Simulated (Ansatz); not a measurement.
The reference is LiBr in the rock salt structure (space group Fm-3m, No. 225; a = 5.5111 Å).

Computed with Kohn–Sham DFT with the PBE functional, run in Ansatz (an electronic-structure program) with PAW and 420 eV plane waves, scalar-relativistic without spin-orbit coupling.

Base values:

- Gap character = indirect, K–Γ (81 % along) → Γ
- Band gap = 4.91 eV
- Shortest interatomic distance = 2.756 Å
- Density = 3.45 g/cm³
- Electron mass = 0.35 mₑ (at Γ)

The change: a hydrostatic pressure of 18 GPa.

Task: How does this affect the gap character?

Result: The gap character changes from indirect, K–Γ (81 % along) → Γ to indirect, K–Γ (78 % along) → L.

Task: How does this affect the band gap?

Result: The band gap increases by 0.81 eV (4.91 eV → 5.72 eV).

Task: What happens to the shortest interatomic distance?

Result: The shortest interatomic distance drops by 0.292 Å (2.756 Å → 2.464 Å).

Task: What does the calculation give for the density after the change?

Result: The density grows by 1.376 g/cm³, from 3.45 g/cm³ to 4.82 g/cm³.

Task: What happens to the electron mass?

Result: The electron mass changes from 0.35 mₑ (at Γ) to 1.00 mₑ along k, 0.22 mₑ across (at L).

Load acts through the strain it causes; cell and atoms are relaxed under it. Effective masses come from finite differences of ±0.01 Å⁻¹. Along k means along the line from Γ to the band edge. No phonon test of stability was made. Competing high-pressure phases were not computed.
